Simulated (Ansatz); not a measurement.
Consider CaSe in the rock salt structure (space group Fm-3m, No. 225).

```yaml
crystal:
  lattice:
    - [0.00000, 2.93425, 2.93425]
    - [2.93425, 0.00000, 2.93425]
    - [2.93425, 2.93425, 0.00000]
  atoms:
    - { symbol: Ca, position: [0.00000, 0.00000, 0.00000] }
    - { symbol: Se, position: [0.50000, 0.50000, 0.50000] }
```

Cartesian axes are those of the cell as printed.

Computed with plane-wave PAW DFT at the PBEsol level (Ansatz, an electronic-structure program, 420 eV), scalar-relativistic without spin-orbit coupling.

Before the change:

Pressure: 0.00 GPa
Shortest interatomic distance: 2.934 Å

Modification: compressive biaxial strain of 2.50 % in the plane normal to [111], as in epitaxy on a mismatched substrate; the out-of-plane cell vector and the atoms relax.

Question: What happens to the pressure, shortest interatomic distance and ratio −ε⊥/ε∥?

Answer: The pressure (mean of the normal stresses, compression positive) goes from zero to 1.74 GPa; the shortest interatomic distance falls by 0.0297 Å (2.934 Å → 2.905 Å); the ratio −ε⊥/ε∥ comes out as 0.76.

Whether these cells are dynamically stable was not tested.
